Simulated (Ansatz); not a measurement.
Ansatz (a program for electronic structure) run on Al (P3_121, 3 atoms in the cell): self-consistent single point.

Level of theory: LDA (PW92), default PAW files made with PBE (plane waves; Ansatz).

```xyz
3
Lattice="4.4129 0.0000 0.0000 -2.2065 3.8217 0.0000 0.0000 0.0000 5.0066" Properties=species:S:1:pos:R:3 pbc="T T T"
Al     0.9947     0.0000     4.1722
Al    -0.4973     0.8614     0.8344
Al     1.7091     2.9603     2.5033
```

Reference input (self-consistent single point, DFT, LDA (PW92), plane waves, default PAW files made with PBE): kpoints.mp_grid.grid = 9 9 7; hamiltonian.xc = lda; hamiltonian.pseudopotentials = {kind: paw} (the program's default PAW files); scf.occupations.method = gaussian; scf.occupations.width = 0.05 eV. This run's input differs from it in these lines:

Ansatz 0.2 input:
```diff
@@ -16,3 +16,3 @@
 scf:
-  occupations: { method: gaussian, width: 0.05 eV }
+  occupations: { method: gaussian, width: 0.15 eV }
 output:
```

Output, abridged:

```
SCF iter   1: F=—  HF=-1535.308142 eV  |F-HF|=—  |Δ(HF+E_count)|=         —  Δρ=2.19e-3  dr2=4.28e-3  ethr=1.77e-3  ⟨swp⟩=6.1  Hψ=5213  notcnv=0
all-band conjugate gradients solve this SCF's bands
preconditioner: auto → none
SCF iter   2: F=—  HF=-1535.307849 eV  |F-HF|=—  |Δ(HF+E_count)|=   2.93e-4  Δρ=1.34e-3  dr2=1.79e-3  ethr=4.76e-5  ⟨swp⟩=1.1  Hψ=1189  notcnv=0
SCF iter   3: F=—  HF=-1535.307601 eV  |F-HF|=—  |Δ(HF+E_count)|=   2.49e-4  Δρ=3.00e-4  dr2=1.68e-4  ethr=1.99e-5  ⟨swp⟩=2.4  Hψ=899  notcnv=0
SCF iter   4: F=—  HF=-1535.307546 eV  |F-HF|=—  |Δ(HF+E_count)|=   5.46e-5  Δρ=8.50e-5  dr2=7.13e-6  ethr=1.86e-6  ⟨swp⟩=2.0  Hψ=874  notcnv=0
SCF iter   5: F=—  HF=-1535.307545 eV  |F-HF|=—  |Δ(HF+E_count)|=   9.61e-7  Δρ=2.36e-5  dr2=1.13e-6  ethr=7.92e-8  ⟨swp⟩=2.5  Hψ=911  notcnv=0
SCF iter   6: F=-1535.307545 eV  HF=-1535.307545 eV  |F-HF|=6.41e-8  |Δ(HF+E_count)|=   3.46e-7  Δρ=6.84e-6  dr2=9.20e-8  ethr=1.11e-9  ⟨swp⟩=4.0  Hψ=2635  notcnv=0
SCF 1 converged in 6 iterations: F = -1535.307545 eV  dr2 = 9.20e-8
Free energy (F): -1535.307545 eV
Internal energy: -1535.275027 eV  (E = F + TS)
E sigma→0 (E₀):  -1535.291286 eV
Entropy (-TS):   -0.032518 eV (-10.839 meV/atom)
Fermi energy:    2.834271 eV
--- Forces (eV/Å), atoms counted from 1 ---
  atom   1  Al     2.10600329     0.00000000     0.00000000
  atom   2  Al    -1.05300164     1.82385235    -0.00000000
  atom   3  Al    -1.05300164    -1.82385235     0.00000000
--- Stress (GPa, compression-positive) ---
       -4.240540       0.000000       0.000000
        0.000000      -4.240540      -0.000000
        0.000000      -0.000000       3.099940
  P = ⅓ Tr σ = -1.7937 GPa (-17.937 kbar)
  The stress holds the Pulay correction. Without it, at fixed plane waves, as pw.x and ABINIT print it: P = -1.8239 GPa
```

The run converged in 6 iterations. Against the reference run the free energy drops by 5.5 meV/atom, the pressure moves little (-1.81 to -1.79 GPa) and the largest force goes from 2.093 to 2.106 eV/Å.

The starting cell was generated: these elements placed on a structure prototype, without a prior relaxation; it need not be a known phase or ordering of this composition. Its lattice was rescaled by a random factor within 2.5 % of one. Forces in this geometry exceed 1 eV/Å. Ansatz's pressure includes its estimate of the finite-basis (Pulay) stress.
